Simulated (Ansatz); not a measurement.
## Effect of pressure 2.1 GPa on YN

The parent structure is YN in the rock salt structure (space group Fm-3m, No. 225; a = 4.8562 Å).

Perturbation: cell and atoms relaxed at a pressure of 2.1 GPa.

Method: DFT with PBEsol, PAW potentials and a 420 eV plane-wave cutoff in Ansatz (a quantum-chemistry and plane-wave program), spin-orbit coupling left out. Γ-centred 12×12×12 mesh, Fermi–Dirac width 0.05 eV.

The volume per atom falls by 0.17 Å³, from 14.31 Å³ to 14.14 Å³ and the lattice parameter a falls by 1.9 pm (485.6 pm → 483.7 pm). The enthalpy H = E + PV relative to the base's energy comes out as +0.19 eV/atom and the band gap decreases by 0.023 eV, from 0.08 eV to 0.05 eV (uncertain: the edges found look like a band crossing or inverted bands; the changed cell).

Final structure:

```
CELL_PARAMETERS angstrom
      0.00000     2.41842     2.41842
      2.41842     0.00000     2.41842
      2.41842     2.41842     0.00000
ATOMIC_POSITIONS crystal
  Y  0.00000 0.00000 0.00000
  N  0.50000 0.50000 0.50000
```

Load acts through the strain it causes; cell and atoms are relaxed under it. Whether these cells are dynamically stable was not tested. The zero or small gap of YN can change with the level of theory.
